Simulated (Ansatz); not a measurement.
The parent structure is BN in the wurtzite structure (space group P6_3mc, No. 186; a = 2.5545 Å, c = 4.2246 Å).

Method: plane-wave PAW DFT at the PBE level (Ansatz, a first-principles code, 420 eV), spin-orbit coupling left out.

Strains are applied to the cell and any free atomic positions relax.

One change was made to it. Results:

The valence-band top at Γ (three highest levels, from the VBM) goes from 0.00, 0.00, -0.26 eV to 0.00, 0.00, -0.32 eV; the band gap shrinks by 0.16 eV to 5.07 eV; the electron mass becomes 0.30 mₑ along c, 0.49 mₑ across (at K) (base: 0.31 mₑ along c, 0.51 mₑ across (at K)); the energy increases by 38 meV/atom; the pressure (mean of the normal stresses, compression positive) goes from zero to 309.4 kbar.

### Question
What was done to the base?
A) isotropic strain −0.60 %
B) isotropic strain −3.00 %
C) isotropic strain −1.20 %
D) isotropic strain −2.40 %

### Answer
D, isotropic strain −2.40 %. For comparison, the band gap in the other runs: isotropic strain −1.20 % gives 5.15 eV; isotropic strain −0.60 % gives 5.19 eV; isotropic strain −3.00 % gives 5.03 eV.

Masses are band curvatures over ±0.01 Å⁻¹ around the edge. Whether these cells are dynamically stable was not tested.
